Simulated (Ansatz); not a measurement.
# Pd, pressure series

Take Pd in the fcc (Cu type) structure (space group Fm-3m, No. 225; a = 3.8396 Å) as the base.

Cell and atoms are relaxed at each pressure.

All numbers come from Ansatz (an electronic-structure program) LDA, scalar-relativistic without spin-orbit coupling.

Notes on the quantities. enthalpy: H = E + PV relative to the base's energy.

| change | shortest interatomic distance | enthalpy | density |
|---|---|---|---|
| base | 5.131 bohr | – | 12.49 g/cm³ |
| pressure −2 GPa | 5.146 bohr | -0.18 eV/atom | 12.37 g/cm³ |
| pressure −1 GPa | 5.138 bohr | -0.09 eV/atom | 12.43 g/cm³ |
| pressure 0.9 GPa | 5.124 bohr | +0.08 eV/atom | 12.54 g/cm³ |
| pressure 2.1 GPa | 5.115 bohr | +0.18 eV/atom | 12.60 g/cm³ |
| pressure 4.5 GPa | ___ | +0.39 eV/atom | ___ |
| pressure 9 GPa | 5.069 bohr | +0.78 eV/atom | 12.95 g/cm³ |
| pressure 15 GPa | 5.034 bohr | +1.29 eV/atom | 13.22 g/cm³ |
| pressure 22.5 GPa | 4.996 bohr | +1.90 eV/atom | 13.53 g/cm³ |
| pressure 30 GPa | 4.961 bohr | +2.51 eV/atom | 13.81 g/cm³ |

Q: Fill in the withheld entries from the trend.

A: 
- pressure 4.5 GPa, shortest interatomic distance: 5.098 bohr
- pressure 4.5 GPa, density: 12.73 g/cm³

Load acts through the strain it causes; cell and atoms are relaxed under it. No phonon test of stability was made. No other phases were tried under pressure. The final runs are not spin-polarised.
